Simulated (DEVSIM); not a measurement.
## Si/Ge p-n heterojunction

System: Si/Ge p-n heterojunction, at 400 K.

```
layer (left to right)  material  thickness (μm)  Nd (cm⁻³)  Na (cm⁻³)  τn (s)  τp (s)
---------------------  --------  --------------  ---------  ---------  ------  ------
1                            Si           0.140          -     6.9e17  8.7e-5  8.7e-5
2                            Ge            2.10     1.1e16          -  8.7e-5  8.7e-5
```

Left contact: ohmic. Right contact: ohmic. Voltage is applied to the left contact. Recombination: SRH at mid-gap, radiative, Auger. Mobility is constant in doping.

The device is made up for the run: typed textbook-type constants, with dimensions and the other settings drawn at random. Values at 300 K; Nc and Nv go as T^1.5, mobilities as T to minus their exponent, the gap by Varshni's rule with the affinity fixed.

```
parameter               Si        Ge
----------------  --------  --------
gap (eV)             1.124     0.664
affinity (eV)         4.05         4
permittivity          11.7        16
Nc (cm⁻³)          2.86e19   1.04e19
Nv (cm⁻³)           3.1e19      6e18
μn (cm²/Vs)           1417      3900
μp (cm²/Vs)            470      1900
T exponent of μn       2.3      1.66
T exponent of μp       2.2      2.33
B (cm³/s)          4.7e-15   6.4e-14
Cn (cm⁶/s)         2.8e-31     1e-31
Cp (cm⁶/s)         9.9e-32     1e-31
Varshni α (eV/K)  0.000473  0.000477
Varshni β (K)          636       235
```

Model (solved in DEVSIM): 1D drift-diffusion, Boltzmann statistics, complete ionisation; no tunnelling, impact ionisation, image-force lowering or self-heating. Band offsets follow the typed affinities; no thermionic-emission limit at abrupt steps, no polarisation charge.

```yaml
potential_step_across_the_device_at_zero_bias: 0.750 V
largest_field_in_the_device_at_zero_bias: 280000 V/cm
Dark forward voltage at 100 A/cm²: 0.143 V
```

Dark forward current:

```
V (V)  J (A/cm²)
-----  ---------
0.05          13
0.10          46
0.15         110
0.20         240
0.25         450
0.30         810
0.35        1400
0.40        2300
```
